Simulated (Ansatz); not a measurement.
Consider the following.

```yaml
crystal:
  lattice:
    - [0.00000, 2.38379, 2.38379]
    - [2.38379, 0.00000, 2.38379]
    - [2.38379, 2.38379, 0.00000]
  atoms:
    - { symbol: Se, position: [0.75000, 0.75000, 0.75000] }
    - { symbol: Be, position: [0.00000, 0.00000, 0.00000] }
```

No spin polarisation.

Method: PBE (Ansatz, a quantum-chemistry and plane-wave program; PAW; 420 eV plane waves; no spin-orbit coupling). k-mesh 11×11×11 (Γ-centred); smearing 0.05 eV (Fermi–Dirac).

Q: Predict the gap character, electron mass, band gap and hole mass.

A: The gap character comes out as indirect, Γ → X. The electron mass is 0.79 mₑ along k, 0.23 mₑ across (at X) and the band gap comes out as 2.03 eV. The hole mass (degenerate bands, along [100]) comes out as 0.27, 0.35, 0.35 mₑ (at Γ).

Load acts through the strain it causes; cell and atoms are relaxed under it. Effective masses come from finite differences of ±0.01 Å⁻¹. Along k means along the line from Γ to the band edge. Whether these cells are dynamically stable was not tested. No other phases were tried under pressure. The cell was made from BeSe in the zinc blende structure (space group F-43m, No. 216) by this change: pressure 30 GPa.
